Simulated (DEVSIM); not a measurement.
Structure: abrupt GaAs p-n junction, at 400 K.

Layer 1 from the left is GaAs, thickness (μm) 0.310, Na (cm⁻³) 1.9e16, τn (s) 1.3e-9, τp (s) 1.3e-9. Layer 2 from the left is GaAs, thickness (μm) 0.340, Nd (cm⁻³) 7.2e16, τn (s) 1.3e-9, τp (s) 1.3e-9.

Left contact: ohmic. Right contact: ohmic. Voltage is applied to the left contact. Recombination: SRH at mid-gap. Mobility is constant in doping.

This is a model device: material constants are rounded textbook-type values typed into the input, and sizes, dopings and lifetimes were drawn at random. Values at 300 K; Nc and Nv go as T^1.5, mobilities as T to minus their exponent, the gap by Varshni's rule with the affinity fixed.

GaAs: gap (eV) 1.424, affinity (eV) 4.07, permittivity 12.9, Nc (cm⁻³) 4.7e17, Nv (cm⁻³) 9e18, μn (cm²/Vs) 8500, μp (cm²/Vs) 400, T exponent of μn 2.1, T exponent of μp 2.2, Varshni α (eV/K) 0.000541, Varshni β (K) 204.

Model (solved in DEVSIM): 1D drift-diffusion, Boltzmann statistics, complete ionisation; no tunnelling, impact ionisation, image-force lowering or self-heating.

What does the simulation give for the dark forward voltage at 100 A/cm², the largest field in the device at zero bias, the potential step across the device at zero bias, the dark forward voltage at 1 A/cm²?

dark forward voltage at 100 A/cm² 0.837 V; largest field in the device at zero bias 65000 V/cm; potential step across the device at zero bias 1.071 V; dark forward voltage at 1 A/cm² 0.670 V.
